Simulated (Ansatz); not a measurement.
The structure below was relaxed with Ansatz (a first-principles code), PBEsol, PAW, cutoff 420 eV, spin-orbit coupling left out, earlier PAW set.

```yaml
crystal:
  lattice:
    - [4.24154, 0.00000, 0.00000]
    - [0.00000, 4.24154, 0.00000]
    - [0.00000, 0.00000, 4.24154]
  atoms:
    - { symbol: K, position: [0.00000, 0.00000, 0.00000] }
    - { symbol: Ta, position: [0.50000, 0.50000, 0.50000] }
    - { symbol: C, position: [0.00000, 0.50000, 0.50000] }
    - { symbol: C, position: [0.50000, 0.50000, 0.00000] }
    - { symbol: C, position: [0.50000, 0.00000, 0.50000] }
```

**Question.** Find the space group and the Wyckoff positions.

**Answer.** Space group Pm-3m (No. 221); a = 4.2415 Å, b = 4.2415 Å, c = 4.2415 Å, α = 90.00°, β = 90.00°, γ = 90.00°

```tsv
atom	site	symmetry	x	y	z
K	1a	m-3m	0.0000	0.0000	0.0000
Ta	1b	m-3m	0.5000	0.5000	0.5000
C	3c	4/mm.m	0.0000	0.5000	0.5000
```

**Question.** Describe the coordination.

**Answer.** The crystal has 5 atoms in its conventional cell. Cell: a = b = c = 4.2415 Å, α = β = γ = 90.00°. K is coordinated by 12 C at 2.999 Å (cuboctahedral). Ta is coordinated by 6 C at 2.121 Å (octahedral). C is coordinated by 2 Ta at 2.121 Å and 4 K at 2.999 Å (octahedral). (Neighbours: up to the widest gap in distance over summed covalent radii, below 1.35, at either atom; cation-cation and far metal-metal contacts left out.)

Whether these cells are dynamically stable was not tested. All final runs are without spin polarisation. The cell was made from KTaO3 by this change: O → C; the result is a hypothetical phase, not in the database extracts checked. KTaC3 has a high density of states at the Fermi level and may be magnetic at this level.
